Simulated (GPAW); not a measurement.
GPAW run on BAs (F-43m, 2 atoms in the cell): self-consistent single point

Method: PBE, GPAW PAW datasets PBE (gpaw-data 1.0.1) (plane waves; GPAW 25.7.0).

The input file:

```python
from ase import Atoms
from ase.units import GPa
from gpaw import GPAW, PW, FermiDirac

atoms = Atoms(['B', 'As'],
              cell=[[0.000000, 2.382830, 2.382830],
                    [2.382830, 0.000000, 2.382830],
                    [2.382830, 2.382830, 0.000000]],
              scaled_positions=[[0.000000, 0.000000, 0.000000],
                                [0.250000, 0.250000, 0.250000]],
              pbc=True)

calc = GPAW(mode=PW(950),
            xc='PBE',
            kpts={'size': (8, 8, 8), 'gamma': True},
            occupations=FermiDirac(0.02),
            nbands=-4,
            convergence={'density': 1e-05, 'bands': -2},
            symmetry={'symmorphic': False, 'tolerance': 0.0005},
            maxiter=150,
            txt='-')

atoms.calc = calc

energy = atoms.get_potential_energy()
print('Energy (eV):', round(energy, 6))
forces = atoms.get_forces()
print('Forces (eV/Ang):')
print(forces.round(5))
stress = atoms.get_stress()
print('Stress (GPa, Voigt):', (stress / GPa).round(4))
```

Log, with long lists cut:

```
Input parameters:
  convergence: {bands: -2,
                density: 1e-05}
  kpts: {gamma: True,
         size: (8, 8, 8)}
  maxiter: 150
  mode: {ecut: 950.0,
         name: pw}
  nbands: -4
  occupations: {fixmagmom: False,
                name: fermi-dirac,
                width: 0.02}
  symmetry: {symmorphic: False,
             tolerance: 0.0005}
  xc: PBE

species:
  B:
    name: Boron
    Z: 5.0
    valence: 3
    core: 2
    charge: 0.0
    file: B.PBE.gz

    # Using partial waves for B as LCAO basis

  As:
    name: Arsenic
    Z: 33.0
    valence: 5
    core: 28
    charge: 0.0
    file: As.PBE.gz

    # Using partial waves for As as LCAO basis

Reference energy: -62172.463167  # eV

Spin-paired calculation

Convergence criteria:
 Maximum [total energy] change in last 3 cyles: 0.0005 eV / valence electron
 Maximum integral of absolute [dens]ity change: 1e-05 electrons / valence electron
 Maximum integral of absolute [eigenst]ate change: 4e-08 eV^2 / valence electron
 Maximum number of scf [iter]ations: 150

Symmetries present (total): 24
Symmetries with fractional translations: 0
512 k-points: 8 x 8 x 8 Monkhorst-Pack grid + [1/16,1/16,1/16]
29 k-points in the irreducible part of the Brillouin zone
       k-points in crystal coordinates                weights
   0:     0.00000000    0.00000000    0.00000000          1/512
   1:     0.12500000    0.12500000    0.00000000          6/512
   2:     0.12500000    0.12500000    0.12500000          8/512
   [... 7 lines left out ...]
          ...
  28:     0.50000000    0.50000000    0.50000000          4/512

Wave functions: Plane wave expansion
  Cutoff energy: 950.000 eV
  Number of coefficients (min, max): 1764, 1826
  Pulay-stress correction: 0.000000 eV/Ang^3 (de/decut=0.000000)

Occupation numbers: Fermi-Dirac:
  width: 0.0200  # eV

Eigensolver

Densities:
  Coarse grid: 24*24*24 grid
  Fine grid: 48*48*48 grid
  Total Charge: 0.000000

Density mixing:
  Method: separate
  Backend: pulay
  Linear mixing parameter: 0.05
  old densities: 5
  Damping of long wavelength oscillations: 50

Hamiltonian:
  XC and Coulomb potentials evaluated on a 48*48*48 grid
  External potential:
    NoExternalPotential

XC parameters: PBE with 2 nearest neighbor stencil

Number of atoms: 2
Number of atomic orbitals: 8
Number of bands in calculation: 8
Number of valence electrons: 8
Bands to converge: 6

Density initialized from atomic densities
  8 bands from LCAO basis set

Atomic positions and initial magnetic moments

Positions:
   0 B      0.000000    0.000000    0.000000    ( 0.0000,  0.0000,  0.0000)
   1 As     1.191415    1.191415    1.191415    ( 0.0000,  0.0000,  0.0000)

Unit cell:
           periodic     x           y           z      points  spacing
  1. axis:    yes    0.000000    2.382830    2.382830    24     0.1146
  2. axis:    yes    2.382830    0.000000    2.382830    24     0.1146
  3. axis:    yes    2.382830    2.382830    0.000000    24     0.1146

  Lengths:   3.369831   3.369831   3.369831
  Angles:   60.000000  60.000000  60.000000

Effective grid spacing dv^(1/3) = 0.1251

     iter     time        total  log10-change:
                         energy   eigst   dens
iter:   1 --:--:--   -11.990285   +0.70
iter:   2 --:--:--   -11.874460   -0.61  -0.71
iter:   3 --:--:--   -11.416743   -0.73  -0.75
iter:   4 --:--:--   -11.412184   -2.20  -1.23
iter:   5 --:--:--   -11.406730   -2.14  -1.29
iter:   6 --:--:--   -11.406692   -2.80  -1.84
iter:   7 --:--:--   -11.403315c  -3.01  -1.83
iter:   8 --:--:--   -11.402739c  -3.97  -2.25
iter:   9 --:--:--   -11.402729c  -5.40  -3.08
iter:  10 --:--:--   -11.402722c  -5.49  -3.11
iter:  11 --:--:--   -11.402721c  -6.33  -3.65
iter:  12 --:--:--   -11.402721c  -7.62c -4.65
iter:  13 --:--:--   -11.402721c  -8.50c -4.87
iter:  14 --:--:--   -11.402721c  -8.67c -4.89
iter:  15 --:--:--   -11.402721c  -9.13c -4.81
iter:  16 --:--:--   -11.402721c -10.03c -5.19c

Converged after 16 iterations.

Dipole moment: (-4.038616, -4.038616, -4.038616) |e|*Ang

Energy contributions relative to reference atoms: (reference = -62172.463167)

Kinetic:        +20.910387
Potential:      -18.440079
External:        +0.000000
XC:             -13.869675
Entropy (-ST):   -0.000000
Local:           -0.003353
SIC:             +0.000000
--------------------------
Free energy:    -11.402721
Extrapolated:   -11.402721

Showing only first 2 kpts
 Kpt  Band  Eigenvalues  Occupancy
  0     2      8.06928    2.00000
  0     3      8.06928    2.00000
  0     4     11.37097    0.00000
  0     5     11.37097    0.00000

  1     2      6.89805    2.00000
  1     3      6.89805    2.00000
  1     4     10.66720    0.00000
  1     5     12.91964    0.00000

Fermi level: 8.52837

Gap: 1.189 eV
Transition (v -> c):
  (s=0, k=0, n=3, [0.00, 0.00, 0.00]) -> (s=0, k=12, n=4, [0.38, 0.38, 0.00])
Direct/indirect transitions are different
Direct gap: 3.302 eV
Transition at: (s=0, k=0, n=3, [0.00, 0.00, 0.00])
Energy (eV): -11.402721

Forces in eV/Ang:
  0 B     0.00000   -0.00000   -0.00000
  1 As    0.00000    0.00000   -0.00000

Stress tensor:
    -0.027326    -0.000000    -0.000000
    -0.000000    -0.027326    -0.000000
    -0.000000    -0.000000    -0.027326
Stress (GPa, Voigt): [-4.3781 -4.3781 -4.3781 -0.     -0.     -0.    ]
```

The run converged in 16 iterations. GPAW prints stress with tension positive.

At such cutoffs GPAW's stress carries a finite-basis (Pulay) error, which enters relaxed cells too; its log prints stress with tension positive.

The starting cell has typed, rounded lattice constants, without a prior relaxation at this level. Its lattice was rescaled by up to half a per cent.
